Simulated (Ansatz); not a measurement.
We consider cubic perovskite CsPbCl3 (cubic high-temperature phase), described by PBE0 (PAW; Ansatz, a quantum-chemistry and plane-wave program).

Settings: plane-wave cutoff 520 eV, 4×4×4 k mesh, scalar-relativistic PAW data made under PBE.

Computed at the level's own relaxed cell.

Hill averages of the elastic tensor: K = 23.3 GPa, G = 9.9 GPa. Volume 37.142 Å³/atom, mean atomic mass 89.293 u.

### Question
Work out the density, the sound velocities of a polycrystal and the elastic Debye temperature at this level.

### Answer
ρ = 1.66054 × 89.293/37.142 = 3.992 g/cm³. v_l = √[(K + 4G/3)/ρ] = 3.024 km/s and v_t = √(G/ρ) = 1.575 km/s. The mean follows from 3/v_m³ = 1/v_l³ + 2/v_t³: v_m = 1.762 km/s. Θ_D = (ħ/k_B) v_m (6π²/V)^(1/3) = 76.38 K Å s/km × 1.762 × 1.1682 Å⁻¹ = 157 K, counting all atoms of the cell.

Note: the relaxation could not lower the start's symmetry, so the cell can be a saddle point above a distorted one.
